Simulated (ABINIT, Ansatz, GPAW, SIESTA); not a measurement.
**One structure in several programs: SnSe (Pnma, 8 atoms in the cell)**

Self-consistent single point.

```
SnSe
1.0
   11.59564     0.00000     0.00000
    0.00000     4.10191     0.00000
    0.00000     0.00000     4.67317
Sn Se
4 4
Cartesian
  7.17527   3.07643   1.75968
  4.42037   1.02548   2.91349
 10.21819   1.02548   4.09627
  1.37745   3.07643   0.57690
  1.72253   1.02548   2.37949
  9.87311   3.07643   2.29369
  4.07529   3.07643   0.04290
  7.52035   1.02548   4.63028
```

Shared settings, as Ansatz (a first-principles code) writes them: kpoints.mp_grid.grid = 1 1 1; scf.occupations.method = fixed. Potentials and cutoffs stand in the table.

```json
[
 {"code": "SIESTA", "model": "GGA PBE, numerical atomic orbitals DZP, PseudoDojo PBE standard norm-conserving potentials (rewritten from UPF to PSML)", "pressure (GPa)": "10.85", "largest force (eV/Å)": "3.366", "cutoff": "grid 300 Ry"},
 {"code": "GPAW", "model": "PBE, GPAW PAW datasets PBE (gpaw-data 1.0.1)", "pressure (GPa)": "9.68", "largest force (eV/Å)": "2.792", "cutoff": "550 eV"},
 {"code": "ABINIT", "model": "PBE, PAW (JTH v2.0 PBE PAW)", "pressure (GPa)": "9.78", "largest force (eV/Å)": "2.820", "cutoff": "20 Ha"},
 {"code": "Ansatz", "model": "PBE, default PAW files", "pressure (GPa)": "9.84", "largest force (eV/Å)": "2.800", "cutoff": "default"}
]
```

Size of the force on each atom (eV/Å): Sizes of forces hide their directions.

```tsv
code	Sn1	Sn2	Sn3	Sn4	Se5	Se6	Se7	Se8
SIESTA	1.700	1.700	1.700	1.700	3.366	3.366	3.366	3.366
GPAW	1.353	1.353	1.353	1.353	2.792	2.792	2.792	2.792
ABINIT	1.363	1.363	1.363	1.363	2.820	2.820	2.820	2.820
Ansatz	1.356	1.356	1.356	1.356	2.800	2.800	2.800	2.800
```

The spread over the programs that give each value: pressure within 1.17 GPa; largest force within 0.574 eV/Å.

SIESTA uses small atom-centred bases, whose incompleteness enters pressures, forces and empty levels differently from a plane-wave cutoff. Ansatz's pressure is given at a fixed set of plane waves, as the other plane-wave codes print theirs; with its correction for the finite basis it is 9.87 GPa. In the pressure, SIESTA (by 1.07) lies more than 1 GPa from the median of the plane-wave programs. In the force vectors, SIESTA (by 0.613) lies more than 0.08 eV/Å from the median of the plane-wave programs.

On the base mesh (1 3 3) the same programs gave: Ansatz pressure 2.50 GPa, gap on the mesh 0.724 eV; ABINIT pressure 2.44 GPa; GPAW pressure 2.31 GPa; SIESTA pressure 3.85 GPa.

The values differ from the base mesh's, so the mesh still matters here: the table compares the programs at equal settings.

The starting cell comes from a database of computed structures (which also holds hypothetical and non-ambient phases and stackings), without a prior relaxation at this level. Its lattice was rescaled by a random factor within 2.5 % of one.

Left out of this page: CP2K (on another mesh); Elk (unsound by tests on forces, stress, charge or solver warnings).

Keys are those of Ansatz 0.2.
